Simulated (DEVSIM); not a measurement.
Structure: Mo/La2O3/n-In0.53Ga0.47As capacitor, at 400 K.

Layer 1 from the left is La2O3, thickness (nm) 5.90. Layer 2 from the left is In0.53Ga0.47As, thickness (nm) 14000, Nd (cm⁻³) 1.7e15.

Metal gate on the left, work function 4.6 eV. Fixed charge at the semiconductor interface 2.5e11 cm⁻² (in units of +e); no interface traps.

This is a model device: material constants are rounded textbook-type values typed into the input, and sizes, dopings and lifetimes were drawn at random. Values at 300 K; Nc and Nv go as T^1.5, mobilities as T to minus their exponent, the gap by Varshni's rule with the affinity fixed.

La2O3: gap (eV) 5.8, affinity (eV) 1.8, permittivity 27. In0.53Ga0.47As: gap (eV) 0.74, affinity (eV) 4.51, permittivity 13.9, Nc (cm⁻³) 2.1e17, Nv (cm⁻³) 7.7e18, Varshni α (eV/K) 0.00035, Varshni β (K) 190.

DEVSIM, 1D Poisson equation in equilibrium, Boltzmann statistics, complete ionisation; no quantum confinement or tunnelling. Metal contacts follow the ideal Schottky-Mott rule: no Fermi-level pinning, no interface dipoles.

What does the simulation give for the flat-band voltage, the minimum of the low-frequency capacitance?

flat-band voltage -0.10 V; minimum of the low-frequency capacitance 0.0411 μF/cm².
